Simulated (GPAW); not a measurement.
A self-consistent single point of the (111) slab of CuAu (cut from a parent of space group no. 123; 6 atoms in the cell) with GPAW.

Level of theory: LDA (Perdew-Wang 92), LCAO dzp, GPAW PAW datasets LDA (gpaw-data 1.0.1) (GPAW 25.7.0).

```yaml
crystal:
  lattice:
    - [4.10447, 0.00000, 0.00000]
    - [2.05223, 4.18428, 0.00000]
    - [0.00000, 0.00000, 18.39160]
  atoms:
    - { symbol: Cu, position: [0.20226, 0.48116, 0.38061] }
    - { symbol: Cu, position: [0.82253, 0.24060, 0.47612] }
    - { symbol: Cu, position: [0.44281, 0.00005, 0.57164] }
    - { symbol: Au, position: [0.51240, 0.86088, 0.42836] }
    - { symbol: Au, position: [0.13267, 0.62033, 0.52387] }
    - { symbol: Au, position: [0.75295, 0.37977, 0.61939] }
```

Reference input (self-consistent single point, DFT LDA (Perdew-Wang 92), LCAO dzp, GPAW PAW datasets LDA (gpaw-data 1.0.1)): mode = lcao; h = 0.18 Å; basis = dzp; xc = LDA; kpts = 5 5 1; mesh shift (steps) = 0 0 0; occupations.name = methfessel-paxton; occupations.width = 0.05 eV; occupations.order = 1; convergence.density = 1e-05 e/electron; symmetry.symmorphic = false; symmetry.tolerance = 0.0005. This run's input differs from it in these lines:

```diff
@@ -16,3 +16,3 @@
 calc = GPAW(mode='lcao',
-            h=0.18,
+            h=0.158,
             basis='dzp',
```

Output (repeated stretches shortened):

```
     iter     time        total  log10-change:
                         energy   eigst   dens
iter:   1 --:--:--   -24.724738        c
iter:   2 --:--:--   -23.356924        c -1.20
iter:   3 --:--:--   -21.301389        c -1.28
iter:   4 --:--:--   -20.738611        c -1.54
iter:   5 --:--:--   -20.626902        c -1.86
iter:   6 --:--:--   -20.613919        c -2.08
iter:   7 --:--:--   -20.574761        c -2.20
iter:   8 --:--:--   -20.554172        c -2.27
iter:   9 --:--:--   -20.543529c       c -2.51
iter:  10 --:--:--   -20.540725c       c -2.68
iter:  11 --:--:--   -20.535283c       c -2.76
iter:  12 --:--:--   -20.532174c       c -2.80
iter:  13 --:--:--   -20.531822c       c -2.86
   [... 12 lines left out ...]
iter:  26 --:--:--   -20.529645c       c -4.35
iter:  27 --:--:--   -20.529645c       c -4.43
iter:  28 --:--:--   -20.529645c       c -4.52
iter:  29 --:--:--   -20.529645c       c -4.78
iter:  30 --:--:--   -20.529645c       c -5.07c
Converged after 30 iterations.

Dipole moment: (0.138116, 3.914913, -0.057780) |e|*Ang

Energy contributions relative to reference atoms: (reference = -1683794.009949)

Kinetic:        -76.575837
Potential:      +65.185118
External:        +0.000000
XC:              -9.420386
Entropy (-ST):   -0.005105
Local:           +0.284864
SIC:             +0.000000
--------------------------
Free energy:    -20.531346
Extrapolated:   -20.529645

Showing only first 2 kpts
 Kpt  Band  Eigenvalues  Occupancy
  0    31     -2.23564    2.00000
  0    32     -1.29666    2.00000
  0    33      1.87714    0.00000
  0    34      3.16995    0.00000

  1    31     -2.18582    2.00000
  1    32     -1.04538    2.00000
  1    33     -0.28644   -0.00000
  1    34      1.60066    0.00000

Fermi level: -0.83944

No gap
No difference between direct/indirect transitions
Energy (eV): -20.529645

Forces in eV/Ang:
  0 Cu    0.00077   -0.13818    1.52480
  1 Cu    0.00170   -0.09074   -0.10974
  2 Cu    0.00346    0.22176   -0.24910
  3 Au    0.00105    0.18559   -0.03111
  4 Au    0.00008    0.06672    0.18094
  5 Au   -0.00098   -0.24735   -1.31012
```

The run converged in 30 iterations. Against the reference run the free energy falls by 2.9 meV/atom and the largest force hardly changes (1.534 to 1.531 eV/Å).

The starting cell comes from a database of computed structures (which also holds hypothetical and non-ambient phases and stackings), without a prior relaxation at this level. The slab is cut from that crystal, and its faces are unrelaxed. Its lattice was rescaled in the plane by a random factor within 2.5 % of one. Spin polarisation is off. The two faces of this cut differ, and no dipole correction was used. Values carry the incompleteness of an atom-centred basis. Forces in this geometry exceed 1 eV/Å.

Cost on one core of a shared machine: roughly 3 min.
